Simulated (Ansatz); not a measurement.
The starting structures come from a database of crystals and need not be the phases stable at ambient conditions.

 Where the default PAW files enter, the runs use the earlier of Ansatz's two default sets.

By PBEsol, the system below comes out a metal.

The ballistic (Sharvin) conductance counts the channels at the Fermi level: G/A = (e²/h) × channels of both spins per area.

Data:

```xyz
9
Lattice="8.0789 0.0000 0.0000 3.8568 7.0988 0.0000 1.4074 -3.9679 2.2393" Properties=species:S:1:pos:R:3 pbc="T T T"
Ta     1.5810    -1.4622     1.4929
Ta     9.3036     3.1309     2.2393
Ta     6.4979    -0.9403     1.8661
Si     2.6321     2.3276     0.0541
Si    11.7960     3.7351     1.8661
Si     8.2866     0.8857     1.4388
Si    10.7110     0.8033     2.1852
Si     5.0565     1.4831     1.8661
Si     6.8112     3.2889     1.5470
```

Space group of this cell: P6_222. The cell is taken as given; by PBEsol its mean pressure is 0.7 GPa.

The current flows along the normal of the first two printed cell vectors, the (111) plane of the conventional cell. No spin-orbit coupling; the value is a mean over 0.1 eV about the Fermi level.

Task: State the ballistic conductance per area according to PBEsol in Ansatz (a program for electronic structure).

Result: 0.39 × 10¹⁵ S/m² for both spins.
